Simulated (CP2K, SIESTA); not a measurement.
A SIESTA input for a self-consistent single point of SiNi (Pmmn, 4 atoms in the cell) (DFT, GGA PBEsol, numerical atomic orbitals DZP, PseudoDojo PBEsol standard norm-conserving potentials (rewritten from UPF to PSML)):

```
# files in the folder: Si.psml Ni.psml (PseudoDojo PBEsol standard)
SystemName  SiNi
SystemLabel SiNi

NumberOfAtoms                4
NumberOfSpecies              2
%block ChemicalSpeciesLabel
  1 14 Si
  2 28 Ni
%endblock ChemicalSpeciesLabel
LatticeConstant              2.894009 Ang
%block LatticeVectors
     1.000000000    0.000000000    0.000000000
     0.000000000    1.114708005    0.000000000
     0.000000000    0.000000000    1.589471560
%endblock LatticeVectors
AtomicCoordinatesFormat      Bohr
%block AtomicCoordinatesAndAtomicSpecies
     0.000000000    0.000000000    1.363526920  1
     2.734442206    3.048104617    7.329109318  1
     0.000000000    0.000000000    5.715408327  2
     2.734442206    3.048104617    2.977227912  2
%endblock AtomicCoordinatesAndAtomicSpecies

XC.functional                GGA
XC.authors                   PBEsol
PAO.BasisSize                DZP
PAO.EnergyShift              0.005 Ry
MeshCutoff                   350 Ry
%block kgrid.MonkhorstPack
    8   0   0  0.0
    0   7   0  0.0
    0   0   5  0.0
%endblock kgrid.MonkhorstPack
OccupationFunction           FD
ElectronicTemperature        0.05 eV

MaxSCFIterations             150
SCF.Mixer.Method             Broyden
SCF.Mixer.Weight             0.2
SCF.Mixer.History            8
SCF.DM.Tolerance             1.0E-04
Diag.ParallelOverK           true
WriteForces                  true
```

Q: Write the same calculation as an input for CP2K.

A: This is the input that was run; spellings and numerical settings could be chosen otherwise.

```
&GLOBAL
  PROJECT bulk
  RUN_TYPE ENERGY_FORCE
  PRINT_LEVEL LOW
&END GLOBAL
&FORCE_EVAL
  METHOD Quickstep
  STRESS_TENSOR ANALYTICAL
  &DFT
    BASIS_SET_FILE_NAME BASIS_MOLOPT
    POTENTIAL_FILE_NAME GTH_POTENTIALS
    &QS
      METHOD GPW
      EPS_DEFAULT 1E-10
    &END QS
    &MGRID
      CUTOFF 600
      REL_CUTOFF 40
      NGRIDS 5
    &END MGRID
    &SCF
      SCF_GUESS ATOMIC
      EPS_SCF 1E-6
      MAX_SCF 100
      ADDED_MOS 8
      &DIAGONALIZATION
        ALGORITHM STANDARD
      &END DIAGONALIZATION
      &MIXING
        METHOD BROYDEN_MIXING
        ALPHA 0.2
        NBUFFER 12
        BETA 1
      &END MIXING
      &SMEAR ON
        METHOD FERMI_DIRAC
        ELECTRONIC_TEMPERATURE [K] 580.23
      &END SMEAR
    &END SCF
    &KPOINTS
      SCHEME MONKHORST-PACK 8 7 5
      GAMMA_CENTERED T
    &END KPOINTS
    &XC
      &XC_FUNCTIONAL
        &PBE
          PARAMETRIZATION PBESOL
        &END PBE
      &END XC_FUNCTIONAL
    &END XC
    &PRINT
      &MO
        EIGENVALUES T
        OCCUPATION_NUMBERS T
        NDIGITS 8
        FILENAME mo
        &EACH
          QS_SCF 0
        &END EACH
        ADD_LAST NUMERIC
      &END MO
      &MULLIKEN OFF
      &END MULLIKEN
    &END PRINT
  &END DFT
  &SUBSYS
    &CELL
      ABC 2.89400900 3.22597500 4.59994500
      ALPHA_BETA_GAMMA 90.00000000 90.00000000 90.00000000
      PERIODIC XYZ
    &END CELL
    &COORD
      SCALED
      Si       0.00000000     0.00000000     0.15686000
      Si       0.50000000     0.50000000     0.84314000
      Ni       0.00000000     0.00000000     0.65750000
      Ni       0.50000000     0.50000000     0.34250000
    &END COORD
    &KIND Si
      BASIS_SET DZVP-MOLOPT-SR-GTH
      POTENTIAL GTH-PBE-q4
    &END KIND
    &KIND Ni
      BASIS_SET DZVP-MOLOPT-SR-GTH
      POTENTIAL GTH-PBE-q18
    &END KIND
  &END SUBSYS
  &PRINT
    &FORCES ON
    &END FORCES
    &STRESS_TENSOR ON
    &END STRESS_TENSOR
  &END PRINT
&END FORCE_EVAL
```

Basis, cutoffs, solver keys and any potentials are the target program's own. This input uses DFT PBEsol, GPW, DZVP-MOLOPT-SR-GTH basis, GTH-PBE potentials (GTH_POTENTIALS).

The starting cell comes from a database of computed structures (which also holds hypothetical and non-ambient phases and stackings), without a prior relaxation at this level. Its lattice was rescaled by a random factor within 2.5 % of one. For this run, on top of that: lattice scaled by 0.98.
